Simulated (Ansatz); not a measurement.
Al2Au: response to strain

Base system: Al$_{2}$Au (space group Fm-3m, No. 225; relaxed with 0.1 eV smearing).

```xyz
3
Lattice="0.0000 3.0016 3.0016 3.0016 0.0000 3.0016 3.0016 3.0016 0.0000" Properties=species:S:1:pos:R:3 pbc="T T T"
Al     1.5008     1.5008     1.5008
Al     4.5024     4.5024     4.5024
Au     0.0000     0.0000     0.0000
```

Cartesian axes are those of the cell as printed.

Strains are applied to the cell and any free atomic positions relax; under biaxial strain the out-of-plane vector relaxes too.

The values are results of PBEsol (Ansatz, a first-principles code, PAW, no spin-orbit coupling), not measurements.

```json
[
 {"biaxial strain, plane normal [001], relaxed out of plane (%)": "0", "out-of-plane strain (%)": "0.00"},
 {"biaxial strain, plane normal [001], relaxed out of plane (%)": "0.5", "out-of-plane strain (%)": "-0.61"},
 {"biaxial strain, plane normal [001], relaxed out of plane (%)": "1", "out-of-plane strain (%)": "-1.19"},
 {"biaxial strain, plane normal [001], relaxed out of plane (%)": "1.5", "out-of-plane strain (%)": "?"},
 {"biaxial strain, plane normal [001], relaxed out of plane (%)": "2", "out-of-plane strain (%)": "-2.30"},
 {"biaxial strain, plane normal [001], relaxed out of plane (%)": "2.5", "out-of-plane strain (%)": "-2.82"},
 {"biaxial strain, plane normal [001], relaxed out of plane (%)": "3", "out-of-plane strain (%)": "-3.32"}
]
```

Task: Fit ε⊥ = −νε + γε² (strains in %) to the rows shown and predict the withheld row.

Result: Least squares on the printed values gives ν = 1.24 (the biaxial Poisson response) and γ = 0.043 (largest residual 0.00 %); this predicts -1.76 %, and the run gives -1.76 %, in agreement.

No phonon test of stability was made.
